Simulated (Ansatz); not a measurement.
What isotropic strain −1.34 % does to hypothetical Fm-3m WGe2

Consider WGe₂ (space group Fm-3m, No. 225; a = 6.131 Å; a hypothetical phase, not in the database extracts checked; relaxed with 0.1 eV smearing).

Modification: the cell is scaled by 0.9866 in all directions; the atoms relax in the strained cell.

Calculations: PBE/PAW in Ansatz (a quantum-chemistry and plane-wave program), without spin-orbit coupling, earlier PAW set. Settings: 16×16×16 k-points, 0.1 eV Fermi–Dirac smearing.

| quantity | base | changed | shift |
|---|---|---|---|
| volume per atom | 19.20 Å³ | 18.44 Å³ | -0.76 Å³ |
| space group | Fm-3m (No. 225) | Fm-3m (No. 225) | – |
| shortest interatomic distance | 2.655 Å | 2.619 Å | -0.036 Å |
| energy relative to the base (free energy F) | 0 meV/atom | +12 meV/atom | +12 meV/atom |
| pressure | 0.0 GPa | 5.2 GPa | +5.2 GPa |
| band gap | zero | zero | – |

Stability against distortions was not tested. All final runs are without spin polarisation. WGe2 has a high density of states at the Fermi level and may be magnetic at this level.
